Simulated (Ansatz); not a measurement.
Report: rocksalt MgO (Fm-3m), hydrostatic pressure

Cell and atoms are relaxed with PBEsol to each stress (compression positive); bands and masses by r2SCAN, rigid bands (plane waves, PAW, scalar-relativistic; Ansatz, a program for electronic structure).

```
CELL_PARAMETERS angstrom
      0.00000     2.10707     2.10707
      2.10707     0.00000     2.10707
      2.10707     2.10707     0.00000
ATOMIC_POSITIONS crystal
  Mg 0.00000 0.00000 0.00000
  O  0.50000 0.50000 0.50000
```

```tsv
stress (GPa)	ln(V/V₀) (%)	gap (eV)	mean mₑ*
-9.00	6.54	4.981	0.35
-6.00	4.15	5.205	0.36
-3.00	1.98	5.417	0.37
0	0	5.614	0.37
3.00	-1.83	5.802	0.38
6.00	-3.54	5.981	0.38
12.00	-6.64	6.314	0.39
18.00	-9.41	6.622	0.40
```

 Masses are conductivity masses at 300 K in electron masses, harmonic means over x, y and z.

Task: Estimate the bulk modulus from the two loads next to zero.

Result: B ≈ −Δp/Δln V = 6.00 GPa/3.81 % = 157 GPa (PBEsol), a mean over this interval.

Task: How fast does the gap move on either side of zero load?

Result: Under tension, (5.417 − 5.614) eV over -3.00 GPa = 66 meV/GPa, or about -9.9 eV per unit ln V; under compression, (5.802 − 5.614) eV over 3.00 GPa = 63 meV/GPa, or about -10 eV per unit ln V. The two slopes part by 3 meV/GPa; gaps are resolved to about 0.01 eV, which allows 7 meV/GPa, so these rows don't tell them apart.

Masses are those of dilute carriers in rigid bands with one relaxation time, without polarons. Third decimals of gaps are kept for the arithmetic. Spin-orbit coupling is left out. Every relaxation keeps the rocksalt phase (space group Fm-3m under this load), so a transition, a distortion that breaks the symmetry or fracture can't show.
